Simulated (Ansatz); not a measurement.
We consider CsCl-type KF (model structure), described by PBE0 in Ansatz (plane waves, PAW).

Run with plane-wave cutoff 500 eV, 6×6×6 k mesh, gaussian smearing 0.02 eV, scalar-relativistic PAW data made under PBE.

Cell (relaxed with r²SCAN):

KF has the cubic space group Pm-3m (No. 221), the CsCl type structure, Pearson symbol cP2. Lattice parameters: a = b = c = 3.179 Å, α = β = γ = 90.00°. K on 1a sees 8 F at 2.753 Å (cubic). F on 1b is coordinated by 8 K at 2.753 Å (cubic). (Neighbours: up to the widest gap in distance over summed covalent radii, below 1.35, at either atom; cation-cation and far metal-metal contacts left out.)

Task: Give the computed band gap.

Result: 
- band gap: 9.68 eV (on the SCF k mesh)

Note: the relaxation could raise the start's symmetry but not lower it, so the cell can be a saddle point; cell and atoms aren't relaxed at this level (pressure 1.4 GPa).

Static lattice: no zero-point or thermal effects.

Cost on a shared machine: very roughly 40 core-seconds.

A model structure was made by putting elements into a prototype or built by hand; it is no filed structure, need not be a known phase, and can be a saddle point held by its symmetry.

Ansatz is a program for electronic structure.
